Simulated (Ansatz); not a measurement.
We consider CaC6 (R-3m, No. 166, 7 atoms in the cell), described by BLYP (Ansatz, a first-principles code, plane waves, PAW).

Settings: plane-wave cutoff 520 eV, 16×16×16 k mesh, Fermi–Dirac smearing 0.05 eV, scalar-relativistic PAW data made under PBE.

Properties against volume:

Shape and atoms are relaxed at each volume.

| V (Å³/atom) | P (GPa) | c (Å) | a (Å) |
|---|---|---|---|
| 10.335 | 4.52 | 13.285 | 4.343 |
| 10.551 | 2.06 | 13.502 | 4.353 |
| 10.766 | 0.00 | 13.728 | 4.361 |
| 10.981 | -1.73 | 13.962 | 4.367 |
| 11.197 | -3.02 | 14.211 | 4.371 |

Note: the relaxation could not lower the start's symmetry, so the cell can be a saddle point above a distorted one; the bulk modulus comes from volumes at which shape and atoms were relaxed.
